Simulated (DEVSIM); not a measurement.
Device: W/SiO2/n-Ge capacitor, at 300 K.

```tsv
layer (left to right)	material	thickness (nm)	Nd (cm⁻³)
1	SiO2	25.0	-
2	Ge	930	4.1e17
```

Metal gate on the left, work function 4.6 eV. Fixed charge at the semiconductor interface 0 cm⁻² (in units of +e); interface traps 2.9e10 cm⁻² eV⁻¹, uniform in energy, neutral level at 0.7 of the gap above the valence band.

This is a model device: material constants are rounded textbook-type values typed into the input, and sizes, dopings and lifetimes were drawn at random. Values at 300 K.

```csv
parameter,SiO2,Ge
gap (eV),9,0.664
affinity (eV),0.9,4
permittivity,3.9,16
Nc (cm⁻³),-,1.04e19
Nv (cm⁻³),-,6e18
```

DEVSIM, 1D Poisson equation in equilibrium, Boltzmann statistics, complete ionisation; no quantum confinement or tunnelling. Metal contacts follow the ideal Schottky-Mott rule: no Fermi-level pinning, no interface dipoles.

The SiO2 thickness was swept, all else fixed.

```json
[
 {"SiO2 thickness (μm)": "0.01", "minimum of the low-frequency capacitance (μF/cm²)": "0.179", "capacitance of the dielectric stack (μF/cm²)": "0.345"},
 {"SiO2 thickness (μm)": "0.014", "minimum of the low-frequency capacitance (μF/cm²)": "0.146", "capacitance of the dielectric stack (μF/cm²)": "0.247"},
 {"SiO2 thickness (μm)": "0.017", "minimum of the low-frequency capacitance (μF/cm²)": "0.130", "capacitance of the dielectric stack (μF/cm²)": "0.203"},
 {"SiO2 thickness (μm)": "0.021", "minimum of the low-frequency capacitance (μF/cm²)": "0.113", "capacitance of the dielectric stack (μF/cm²)": "0.164"},
 {"SiO2 thickness (μm)": "0.025", "minimum of the low-frequency capacitance (μF/cm²)": "0.100", "capacitance of the dielectric stack (μF/cm²)": "0.138"},
 {"SiO2 thickness (μm)": "0.03", "minimum of the low-frequency capacitance (μF/cm²)": "0.0873", "capacitance of the dielectric stack (μF/cm²)": "0.115"}
]
```

From the first row to the last the minimum of the low-frequency capacitance goes from 0.179 to 0.0873. From the first row to the last the capacitance of the dielectric stack goes from 0.345 to 0.115.
